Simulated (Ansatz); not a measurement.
BAs under load (space group F-43m), r2SCAN with spin-orbit coupling, rigid bands (Ansatz, a quantum-chemistry and plane-wave program). Condition of this run: hydrostatic pressure of 19.2 GPa (compression positive) (the target of the relaxation). Band gap 1.18 eV, N_c = 3.46e19 cm⁻³ and N_v = 1.03e19 cm⁻³ at 300 K, conductivity masses of 0.293 mₑ (electrons) and 0.329 mₑ (holes). Take k_BT = 0.02585 eV.

Question: What thermal injection velocity √(2k_BT/πm) limits a ballistic channel?

Answer: 9.94e6 cm/s for electrons and 9.38e6 cm/s for holes, a ratio of √(m_h/m_e) = 1.06, for dilute carriers.

Question: What built-in voltage has an abrupt junction with N_A = 1e17 and N_D = 1e17 cm⁻³, all dopants ionised?

Answer: V_bi = E_g/e − (k_BT/e) ln(N_c N_v/(N_A N_D)) = 1.18 − 0.02585 × 10.48 = 0.91 V, for the computed gap.

Question: Find the intrinsic carrier density and the intrinsic Fermi level.

Answer: n_i = √(N_c N_v) exp(−E_g/2k_BT) = 1.89e19 × exp(−22.82) = 2.3e9 cm⁻³. The level lies (k_BT/2) ln(N_v/N_c) = -16 meV from mid-gap (positive towards the conduction band). Each 0.1 eV added to the gap lowers n_i by a factor of 6.9.

Rigid bands with the computed gap; masses take one relaxation time for all states. Geometry: cell and atoms relaxed with PBEsol.
